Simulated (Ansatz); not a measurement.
Take TaN in the rock salt structure (space group Fm-3m, No. 225; a = 4.3760 Å; relaxed with 0.1 eV smearing) as the base. Axes: x, y, z lie along the cube axes.

Method: PBEsol (Ansatz, a program for electronic structure), scalar-relativistic without spin-orbit coupling.

A first run, uniaxial strain ε_yy = −1.22 %, gives secant values C11 ≈ 860 GPa and C12 ≈ 140 GPa from its stress. A second run applies uniaxial stress, 5 GPa tension along z.

What does linear elasticity predict for Young's modulus in the second run, and what does the run give?

Linear elasticity: (C11 − C12)(C11 + 2 C12)/(C11 + C12) = 820 GPa. The run gives 720 GPa; any difference comes from nonlinear terms at these strains and numerical noise.

Beyond what the load breaks, stability against distortions was not tested. All final runs are without spin polarisation. This is not the structure that TaN has at room temperature and ambient pressure.
